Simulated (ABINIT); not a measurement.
# A short convergence ladder for AlNi (Cmmm, 2 atoms in the cell)

```
AlNi
1.0
    1.93288    -1.94733     0.00000
    1.93288     1.94733     0.00000
    0.00000     0.00000     3.09013
Al Ni
1 1
Cartesian
  0.00000   0.00000   0.00000
  1.93288   0.00000   1.54507
```

Base method: LDA (PW92), norm-conserving pseudopotentials (PseudoDojo nc-sr-04 LDA standard) (plane waves; ABINIT).

Base settings: pseudos = [Al.upf, Ni.upf]; ecut = 49 Ha; ixc = 7; occopt = 7; tsmear = 0.1 eV; ngkpt = 6 6 5; nshiftk = 1; shiftk = 0 0 0; potentials = PseudoDojo nc-sr-04 LDA standard; nband = 16.

Core times come from one kind of shared machine, to one figure; runs under 30 s give none.

**Zone-centre phonons against the cutoff**

In this ladder: toldfe = default; prtwf = default; prtden = default; istwfk = *1; tolvrs1 = 1e-16; ndtset = 2; prtwf1 = 1; getwfk2 = 1; kptopt2 = 2.

The mesh stays at the base's, so the ladder's end is converged at best in this setting alone.

Frequencies are those of the unrelaxed cell, without the LO-TO term of polar crystals.

Only quantities that move along the ladder and can be compared are tabulated.

| ecut | highest zone-centre frequency (cm⁻¹) | core time / last (rough) |
|---|---|---|
| 24 Ha | 275.9 | 0.3 |
| 34 Ha | 295.7 | 0.4 |
| 49 Ha | 295.9 | 0.8 |
| 59 Ha | 295.8 | 1 |

Coarsest ecut that holds the highest zone-centre frequency within 1 cm⁻¹ of the last step, with all finer ones: 34 Ha, at about 0.4 of the last step's time; the step before is off by 20 cm⁻¹.

On the base run: the starting cell comes from a database of computed structures (which also holds hypothetical and non-ambient phases and stackings), without a prior relaxation at this level. Its lattice was rescaled by up to half a per cent. Spin polarisation is off. In the base run, with a pressure of about -4 GPa the cell is away from its equilibrium volume at this level. Without a gap this mesh is coarse (it stands for a supercell whose shortest vector is 15 Å).
